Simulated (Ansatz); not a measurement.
Start from Ga₂O₃ in the corundum structure (space group R-3c, No. 167; a = 4.9499 Å, c = 13.3058 Å (hexagonal axes)). Axes: x lies along a and z along c of the hexagonal cell.

All numbers come from plane-wave PAW DFT at the LDA level (Ansatz, an electronic-structure program, 420 eV), no SOC.

It is then changed as follows: an isotropic linear strain of −1.50 %; the atoms relax in the strained cell.

Predict the stress tensor and what it implies for the stiffness.

Stress of the strained cell less that of the base (GPa, compression positive):
```
  12.57    0.00    0.00
   0.00   12.57    0.00
   0.00    0.00   11.02
```

Then B = −ΔP/(ΔV/V₀) with ΔV/V₀ = -0.0443 gives secant stiffness values (nonlinear terms included at this strain): B (at held cell shape, above the free-shape value) ≈ 272 GPa.

As a check, the harmonic strain energy −½ V₀ Δσ:ε is 16 meV/atom; the computed energy rise is 15 meV/atom.

Stability against distortions was not tested.
